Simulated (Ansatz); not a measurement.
## Evanescent states of GaP (F-43m, zinc blende, 2 atoms a cell, 20.3 Å³ an atom) along the normal of (111)

Method: r2SCAN (plane waves, PAW; Ansatz, a program for electronic structure).

The gap is the functional's own, uncorrected, and κ follows it; spin-orbit coupling is left out. Mid-gap means the computed energy nearest the middle.

Energies count from the valence-band top; κ is the least over a 12×12 mesh across the current.

| E (eV) | κ (1/Å) | where |
|---|---|---|
| 0.05 | 0.034 | Γ |
| 0.15 | 0.058 | Γ |
| 0.25 | 0.073 | Γ |
| 0.35 | 0.085 | Γ |
| 0.45 | 0.094 | Γ |
| 0.55 | 0.102 | Γ |
| 0.65 | 0.108 | Γ |
| 0.75 | 0.113 | Γ |
| 0.85 | 0.117 | Γ |
| 0.95 | 0.120 | Γ |
| 1.05 | 0.122 | Γ |
| 1.15 | 0.123 | Γ |
| 1.25 | 0.124 | Γ |
| 1.35 | 0.124 | Γ |
| 1.45 | 0.123 | Γ |
| 1.55 | 0.121 | Γ |
| 1.65 | 0.116 | off Γ |
| 1.75 | 0.084 | off Γ |

Question: How thick must the barrier be to attenuate the transmission by 10^6 when the electrodes' Fermi level lies at 1.55 eV, and what attenuation does that film give at 0.45 eV?

Answer: d = 6 ln 10 / (2 × 0.121) = 57.1 Å. At 0.45 eV it gives 6 × 0.094/0.121 = 4.7 decades.
